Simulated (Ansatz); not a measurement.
Take MgB2 (space group I4/mmm, No. 139; a hypothetical phase, not in the database extracts checked; relaxed with 0.1 eV smearing) as the base.

```
CELL_PARAMETERS angstrom
     -1.33199     1.33199     4.17685
      1.33199    -1.33199     4.17685
      1.33199     1.33199    -4.17685
ATOMIC_POSITIONS crystal
  Mg 0.00000 0.00000 0.00000
  B  0.28328 0.28328 0.00000
  B  0.71672 0.71672 0.00000
```

Cartesian axes are those of the cell as printed.

Computed with Ansatz (a quantum-chemistry and plane-wave program), PBEsol, PAW, cutoff 420 eV, scalar-relativistic without spin-orbit coupling.

The change: the cell is stretched by 5.14 % along y with no lateral relaxation, atoms relaxed at fixed cell.

Task: Predict the stress tensor and what it implies for the stiffness.

Result: Stress of the strained cell less that of the base (GPa, compression positive):
```
   -9.6     0.0     0.0
    0.0    -3.9     0.0
    0.0     0.0    -2.4
```

Then −Δσ_ii/ε with ε = 0.0514 gives secant stiffness values (nonlinear terms included at this strain): C22 ≈ 77 GPa, C12 ≈ 186 GPa and C23 ≈ 47 GPa.

As a check, the harmonic strain energy −½ V₀ Δσ:ε is 6.2 meV/atom; the computed energy rise is 5.8 meV/atom.

Whether these cells are dynamically stable was not tested. All final runs are without spin polarisation.
